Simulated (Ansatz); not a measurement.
Start from KTlS2 (space group R-3m, No. 166; a = 3.984 Å, c = 21.707 Å (hexagonal axes); a hypothetical phase, not in the database extracts checked). Axes: x lies along a and z along c of the hexagonal cell.

All numbers come from Ansatz (a first-principles code), PBEsol, PAW, cutoff 420 eV, no spin-orbit coupling.

Strains are applied to the cell and any free atomic positions relax; under biaxial strain the out-of-plane vector relaxes too.

One change was made to it. Results:

| quantity | base | after |
|---|---|---|
| shortest interatomic distance | 2.729 Å | 2.734 Å |
| smallest direct gap | 1.02 eV | 0.96 eV |

Which change produced these results?
(A) uniaxial strain ε_zz = +1.45 %
(B) biaxial strain −3.65 %, plane normal [001], relaxed out of plane
(C) uniaxial strain ε_xx = +5.28 %

A, uniaxial strain ε_zz = +1.45 %. For comparison, the smallest direct gap in the other runs: uniaxial strain ε_xx = +5.28 % gives 0.89 eV; biaxial strain −3.65 %, plane normal [001], relaxed out of plane gives 1.11 eV.

With Tl present, leaving out spin-orbit coupling can change the band edges. Stability against distortions was not tested.
